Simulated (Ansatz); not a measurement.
Base system: MgTe in the wurtzite structure (space group P6_3mc, No. 186; a = 4.509 Å, c = 7.338 Å). Axes: x lies along a and z along c of the hexagonal cell.

Method: plane-wave PAW DFT at the LDA level (Ansatz, an electronic-structure program, 420 eV), no SOC.

Modification: the cell is scaled by 1.0120 in all directions; the atoms relax in the strained cell.

Question: Predict the stress tensor and what it implies for the stiffness.

Answer: Stress of the strained cell less that of the base (GPa, compression positive):
```
  -1.29    0.00    0.00
   0.00   -1.29    0.00
   0.00    0.00   -1.28
```

Then B = −ΔP/(ΔV/V₀) with ΔV/V₀ = 0.0364 gives secant stiffness values (nonlinear terms included at this strain): B (at held cell shape, above the free-shape value) ≈ 35 GPa.

As a check, the harmonic strain energy −½ V₀ Δσ:ε is 4.7 meV/atom; the computed energy rise is 4.8 meV/atom.

Stability against distortions was not tested.
